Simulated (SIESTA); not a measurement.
SIESTA run on LuAlSi (Cmcm, 6 atoms in the cell): self-consistent single point.

Level of theory: GGA PBEsol, numerical atomic orbitals DZP, PseudoDojo PBEsol standard norm-conserving potentials (rewritten from UPF to PSML) (SIESTA).

The change in words: lattice scaled by 0.98. Reference geometry:
```xyz
6
Lattice="1.9553 -4.9702 0.0000 1.9553 4.9702 0.0000 0.0000 0.0000 5.5369" Properties=species:S:1:pos:R:3 pbc="T T T"
Lu     1.9553    -1.9425     4.1527
Lu     1.9553     1.9425     1.3842
Al     0.0000     0.0000     2.7685
Al     0.0000     0.0000     0.0000
Si     1.9553     1.0055     4.1527
Si     1.9553    -1.0055     1.3842
```

Reference input (self-consistent single point, DFT, GGA PBEsol, numerical atomic orbitals DZP, PseudoDojo PBEsol standard norm-conserving potentials (rewritten from UPF to PSML)): XC.functional = GGA; XC.authors = PBEsol; potentials = PseudoDojo PBEsol standard; PAO.BasisSize = DZP; PAO.EnergyShift = 0.01 Ry; MeshCutoff = 400 Ry; kgrid.MonkhorstPack = 7 7 5; OccupationFunction = FD; ElectronicTemperature = 100 meV; MaxSCFIterations = 150; SCF.Mixer.Method = Pulay; SCF.Mixer.Weight = 0.1. This run's input differs from it in these lines:

```diff
@@ -13,5 +13,5 @@
 %block LatticeVectors
-     1.955314000   -4.970239000    0.000000000
-     1.955314000    4.970239000    0.000000000
-     0.000000000    0.000000000    5.536926000
+     1.916208000   -4.870834000    0.000000000
+     1.916208000    4.870834000    0.000000000
+     0.000000000    0.000000000    5.426187000
 %endblock LatticeVectors
@@ -19,8 +19,8 @@
 %block AtomicCoordinatesAndAtomicSpecies
-     1.955314000   -1.942468806    4.152694500  1
-     1.955314000    1.942468806    1.384231500  1
-     0.000000000    0.000000000    2.768463000  2
+     1.916208000   -1.903619344    4.069640250  1
+     1.916208000    1.903619344    1.356546750  1
+     0.000000000    0.000000000    2.713093500  2
      0.000000000    0.000000000    0.000000000  2
-     1.955314000    1.005479350    4.152694500  3
-     1.955314000   -1.005479350    1.384231500  3
+     1.916208000    0.985369718    4.069640250  3
+     1.916208000   -0.985369718    1.356546750  3
 %endblock AtomicCoordinatesAndAtomicSpecies
```

Log, with long lists cut:

```
        iscf     Eharris(eV)        E_KS(eV)     FreeEng(eV)     dDmax    Ef(eV) dHmax(eV)
   scf:    1   -13671.814950   -13745.281707   -13745.592699  1.961849 -3.994178 21.249777
   scf:    2   -13778.785346   -13767.197340   -13767.256770  0.364638 -4.661745  6.022860
   scf:    3   -13768.882351   -13768.126112   -13768.185060  0.144022 -4.713819  3.545230
   scf:    4   -13767.735031   -13768.317270   -13768.379065  0.348819 -4.831586  2.313127
   scf:    5   -13768.481866   -13768.554161   -13768.613015  0.130327 -4.779388  0.810486
   [... 2 lines left out ...]
   scf:    8   -13768.584457   -13768.584351   -13768.643885  0.007296 -4.800965  0.012071
   scf:    9   -13768.584260   -13768.584330   -13768.643899  0.000773 -4.801458  0.031372
   scf:   10   -13768.584435   -13768.584394   -13768.643944  0.001913 -4.801403  0.000985
   scf:   11   -13768.584394   -13768.584394   -13768.643944  0.000064 -4.801421  0.000536
SCF Convergence by DM+H criterion
max |DM_out - DM_in|         :     0.0000643851
max |H_out - H_in|      (eV) :     0.0005358069
SCF cycle converged after 11 iterations

Using DM_out to compute the final energy and forces

siesta: E_KS(eV) =           -13768.5844

siesta: E_KS - E_eggbox =    -13768.5844

siesta: Atomic forces (eV/Ang):
     1   -0.000000   -0.064293   -0.000000
     2    0.000000    0.064293    0.000000
     3    0.000000    0.000000   -0.000000
     4   -0.000000    0.000000    0.000000
     5    0.000000    0.238631    0.000000
     6    0.000000   -0.238631   -0.000000
   Tot   -0.000000    0.000000    0.000000
   Max    0.238631
   Res    0.082380    sqrt( Sum f_i^2 / 3N )
   Max    0.238631    constrained

   [... lines left out ...]
siesta: FreeEng =    -13768.643944
siesta: Cell volume =        101.290970 Ang**3
siesta:          62.53343893         58.76327939  kBar
   [... lines left out ...]
              0.091   0.097   0.073   0.164   0.092

mulliken: Qtot =       64.000

Mulliken Atomic Populations:
Atom #   charge [q] valence [e]  Species
     1     0.703584   24.296416  Lu
     2     0.703584   24.296416  Lu
     3    -0.451403    3.451403  Al
     4    -0.451403    3.451403  Al
     5    -0.252181    4.252181  Si
     6    -0.252181    4.252181  Si
 Total    -0.000000
```

The run converged in 11 iterations. Against the reference run the free energy goes up by 16.9 meV/atom, the pressure goes from -0.81 to 6.25 GPa and the largest force goes from 0.178 to 0.239 eV/Å.

The starting cell comes from a database of computed structures (which also holds hypothetical and non-ambient phases and stackings), without a prior relaxation at this level. Its lattice was rescaled by a random factor within 2.5 % of one. For this run, on top of that: lattice scaled by 0.98. Values carry the incompleteness of an atom-centred basis. With a pressure of about 6 GPa the cell is away from its equilibrium volume at this level.

Cost on one core of a shared machine: roughly 2 min.
